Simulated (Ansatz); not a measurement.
Y on the Hf site + O vacancy (Y_Hf+V_O) in monoclinic HfO2 (start: the Hf site; O(1) 2.05 Å away; 96-site cell, 2×2×2 shifted sampling). These are PBE, PAW (plane waves to 420 eV; Ansatz, an electronic-structure program) values and carry that method's errors. Total energies of the localised charge states, counted from that of charge +1, and their image corrections (point charge with alignment); the host's valence-band maximum lies at 13.691 eV on the cells' energy zero and its gap is 4.04 eV.

```csv
charge,moment (μB),E − E(first) (eV),correction (eV)
+1,not spin-polarised,0.000,-0.093
0,1.0,16.322,0.000
```

Question: Derive the transition levels above the valence-band maximum and say which of them are thermodynamic.

Answer: A level is the Fermi energy at which two charges have equal formation energy: ε(q/q′) = [E(q′) + corr(q′) − E(q) − corr(q)] / (q − q′) − E_VBM.
ε(+1/0) = [(16.322 + 0.000) − (0.000 + -0.093)] / 1 − 13.691 = 2.72 eV
Thermodynamic levels at least 0.1 eV inside the gap: (+1/0) at 2.72 eV. They hold to tenths of an eV in this cell. Charges with a result: +1, 0. Others weren't obtained, and one of them could lie lower, also by skipping a charge. The geometries come from one start. Flagged in the runs: a host whose relaxation on this sampling wasn't shown to rest, a strain field that reaches the edge of the cell.
